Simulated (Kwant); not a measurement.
Device: stadium cavity between two wires in a ZnO two-dimensional gas. Effective mass 0.3 mₑ, grid spacing 17 nm, hard walls, nominal width 200 nm (11 grid rows, so walls 204 nm apart), one parabolic valley, scattering region 1300 nm long along x; energies count from the band bottom; Fermi energy swept from 2.5069e-05 to 0.00037603 eV. Cavity of radius 270 nm, straight part 270 nm, centre moved sideways by 110 nm.

The device is made up for the run: typed textbook-type constants, with dimensions and the other settings drawn at random.

Model: effective-mass tight-binding model on a square grid, one spin, coherent transport at 0 K (Kwant). Conductance is in e²/h.

### Question
How many channels do the leads carry at E = 0.170, 0.240, 0.332 meV?

### Answer
The hard-wall thresholds are n² ħ²π²/(2mW²) = n² × 0.0301 meV with W = 204 nm. √(0.170/0.0301) = 2.37, so 2. √(0.240/0.0301) = 2.82, so 2. √(0.332/0.0301) = 3.32, so 3.
